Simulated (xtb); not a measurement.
xtb 6.7.1, GFN2-xTB: C[Si](O)(O)O[Si](C)(C)O[Si](O)(O)O, 27 atoms. The geometry is a generated start, not checked to be a minimum at this level.

method: GFN2-xTB
--acc: 1 (default)
--etemp (K): 300 (default)
detailed input (--input): none: ANC optimiser, Lindh (1995) Hessian, microcycle=20, maxdispl=1.0, hlow=0.01 (default)
basis functions: 84
valence electrons: 80

```xyz
27

Si     2.2174    -0.6062    -0.8074
O      3.7394    -0.3314    -1.2870
O      1.4592    -1.5479    -1.8657
O      2.3343    -1.3642     0.6410
O      1.4650     0.8217    -0.6115
Si     0.0499     1.4381    -0.0906
C      0.3011     2.1227     1.6622
C     -0.5289     2.7033    -1.3740
O     -1.0696     0.2535    -0.0297
Si    -1.3067    -1.3089     0.3326
C     -3.0331    -1.5322     1.0581
O     -0.2559    -1.9145     1.4010
O     -1.1407    -2.0473    -1.1380
H      3.8716     0.0439    -2.1521
H      0.5125    -1.7114    -1.7491
H      3.0982    -1.1635     1.1764
H     -0.6309     2.5022     2.0685
H      1.0213     2.9345     1.6762
H      0.6602     1.3478     2.3340
H      0.2207     3.4729    -1.5232
H     -0.7205     2.2346    -2.3341
H     -1.4438     3.1896    -1.0544
H     -3.2200    -0.8214     1.8541
H     -3.7987    -1.3922     0.3032
H     -3.1460    -2.5277     1.4720
H      0.6938    -1.8203     1.2458
H     -1.3498    -2.9755    -1.2084
```

The structure is relaxed from this start with --opt LEVEL for the levels crude, sloppy, loose, lax, normal, tight, vtight, extreme, once each. Up to the end of the extreme run atoms move by at most 0.59 Å along an axis.

Q: Which level is enough to come within 5 meV of the tightest end point?

A: normal: 24 cycles against 74, ending 3.2 meV above.

| level | cycles | energy above the extreme run (meV) | gradient norm (eV/Å) |
|---|---|---|---|
| crude | 1 | 12 | 0.13 |
| sloppy | 1 | 12 | 0.13 |
| loose | 1 | 12 | 0.13 |
| lax | 2 | 12 | 0.097 |
| normal | 24 | 3.2 | 0.047 |
| tight | 50 | 0.11 | 0.013 |
| vtight | 61 | 0.016 | 0.0044 |
| extreme | 74 | — | 0.0023 |
